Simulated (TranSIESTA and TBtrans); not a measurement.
Run with TranSIESTA and TBtrans (open boundaries, self-consistent; PseudoDojo norm-conserving potentials, scalar-relativistic): PAO.BasisSize DZP, PAO.EnergyShift 0.15 eV, XC.Authors PBE, Mesh.Cutoff 200 Ry, ElectronicTemperature 300 K, TS.Voltage 0.0 eV, TBT.Elecs.Eta 0.001 eV, no spin polarisation.

Junction: Si chain with a Si atom beside one bond. Leads: straight Si chain, spacing 2.25 Å. Geometry: 3 atoms about the centre moved by SIESTA (PBE, DZP) to a largest force of 0.02 eV/Å, all others as built.

Problem. Give the largest eigenchannel transmissions at the Fermi level (four at most) and the total.

Solution. 0.98, 0.80, 0.44; total 2.22. The straight chain is held at its spacing; free chains may zigzag or dimerise. No spin-polarised start was tried, so a magnetic state, if there is one, is missed.
